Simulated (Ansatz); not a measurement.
System: Ga vacancy in alpha Ga2O3 (charge state -3). All values below come from PBE, PAW (plane waves to 420 eV; Ansatz, a first-principles code).

Cell of 120 host sites held at the relaxed PBE lattice; the Γ point alone; Fermi-Dirac width 0.01 eV, spin-restricted; finite-size errors left in. No zero-point or tunnelling terms. The host's phase is taken as given; its stability against other phases was not computed. The charge state is imposed; whether it is stable for some Fermi level was not computed. Forms of the defect that were not tried may lie lower.

Barriers: single points on a 2×2×2 k-point mesh shifted by half a step along c at the bands' geometries.

The step: one Ga atom jumps into the vacancy from a nearby Ga site. Atoms about the jump, Cartesian Å from the middle of the jump, before and after:

```
atom     x0     y0     z0     x1     y1     z1
----  -----  -----  -----  -----  -----  -----
Ga1    0.00   0.00  -1.22   0.00   0.00   1.22
O2    -1.62   0.03  -0.14  -1.62  -0.03   0.14
O3     0.78  -1.42  -0.14   0.84  -1.39   0.14
O4     0.84   1.39  -0.14   0.78   1.42   0.14
O5    -1.10  -1.53   2.35  -1.00  -1.46   2.30
O6     1.76   0.14  -2.30   1.88   0.18  -2.35
O7     1.88  -0.18   2.35   1.76  -0.14   2.30
O8    -0.78   1.72   2.35  -0.76   1.60   2.30
O9    -1.00   1.46  -2.30  -1.10   1.53  -2.35
O10   -0.76  -1.60  -2.30  -0.78  -1.72  -2.35
Ga11   0.00   2.72   0.87  -0.01   2.95   0.85
Ga12  -2.55   1.48  -0.85  -2.35   1.36  -0.87
Ga13  -2.35  -1.36   0.87  -2.55  -1.48   0.85
Ga14   2.35  -1.36   0.87   2.56  -1.47   0.85
Ga15  -0.01  -2.95  -0.85   0.00  -2.72  -0.87
Ga16   2.56   1.47  -0.85   2.35   1.36  -0.87
O17   -1.77  -3.04   0.00  -1.75  -3.05   0.00
O18   -1.75   3.05   0.00  -1.77   3.04   0.00
O19    3.52  -0.01   0.00   3.52   0.01   0.00
```

Task: Where do these atoms stand at the saddle point, and how high is it?

Result: 
```csv
atom,x,y,z
Ga1,-0.01,0.00,0.00
O2,-1.78,0.00,0.00
O3,0.88,-1.54,0.00
O4,0.88,1.53,0.00
O5,-1.11,-1.53,2.32
O6,1.86,0.19,-2.31
O7,1.86,-0.19,2.32
O8,-0.78,1.71,2.32
O9,-1.11,1.52,-2.31
O10,-0.78,-1.72,-2.31
Ga11,-0.04,2.93,0.94
Ga12,-2.54,1.49,-0.93
Ga13,-2.54,-1.50,0.94
Ga14,2.54,-1.44,0.94
Ga15,-0.04,-2.94,-0.93
Ga16,2.55,1.44,-0.93
O17,-1.78,-3.07,0.00
O18,-1.78,3.06,0.00
O19,3.53,0.00,0.00
```
It lies 1.29 eV above the start and 1.29 eV above the end. The program found a first-order saddle point.
